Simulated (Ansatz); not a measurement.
System: ZnS (model structure, started from the NiAs type, P6₃/mmc, No. 194, 4 atoms in the cell). Method: PBEsol (plane waves, PAW; Ansatz, an electronic-structure program).

Run with plane-wave cutoff 520 eV, 12×12×8 k mesh (along the axes of the cell as run), Fermi–Dirac smearing 0.01 eV, scalar-relativistic PAW data made under PBE.

Cell (relaxed at this level):

```xyz
4
Lattice="3.5648 0.0000 0.0000 -1.7824 3.0872 0.0000 0.0000 0.0000 5.8163" Properties=species:S:1:pos:R:3 pbc="T T T"
Zn     0.0000     0.0000     0.0000
Zn     0.0000     0.0000     2.9081
S      0.0000     2.0582     1.4541
S      1.7824     1.0291     4.3622
```

Question: Estimate the band gap and smallest direct gap on the k points sampled that the calculation returns.

Answer: 
- band gap: 0.28 eV (indirect)
- smallest direct gap on the k points sampled: 1.77 eV

Note: the relaxation could raise the start's symmetry but not lower it, so the cell can be a saddle point.

Static lattice: no zero-point or thermal effects.

A model structure was made by putting elements into a prototype or built by hand; it is no filed structure, need not be a known phase, and can be a saddle point held by its symmetry.
